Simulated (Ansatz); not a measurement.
The starting structures come from a database of crystals and need not be the phases stable at ambient conditions.

Given:

```
TiO2
1.0
    3.76694     0.00000     0.00000
    1.88347     6.15358     0.00000
    0.00000     1.92833     6.13910
Ti O
4 8
Direct
  0.80471   0.39058   0.71624
  0.19529   0.60942   0.28376
  0.09993   0.80014   0.71040
  0.90007   0.19986   0.28960
  0.05835   0.88330   0.36998
  0.94165   0.11670   0.63002
  0.63807   0.72386   0.70660
  0.36193   0.27614   0.29340
  0.13281   0.73438   0.00471
  0.86719   0.26562   0.99529
  0.73651   0.52698   0.34750
  0.26349   0.47302   0.65250
```

The cell is strained (lengths along the current scaled by 0.97, ions clamped); by r2SCAN it stands under a pressure of 1.3 GPa.

Transport runs along the normal of the first two printed cell vectors.

The gap is the functional's own, uncorrected, and κ follows it; spin-orbit coupling is left out. Mid-gap means the computed energy nearest the middle.

Compute, with r2SCAN in Ansatz (a first-principles code), the band gap and the smallest decay constant κ at mid-gap.

Gap 3.24 eV on a 8×8×6 mesh; κ = 0.388 1/Å, at the zone centre.
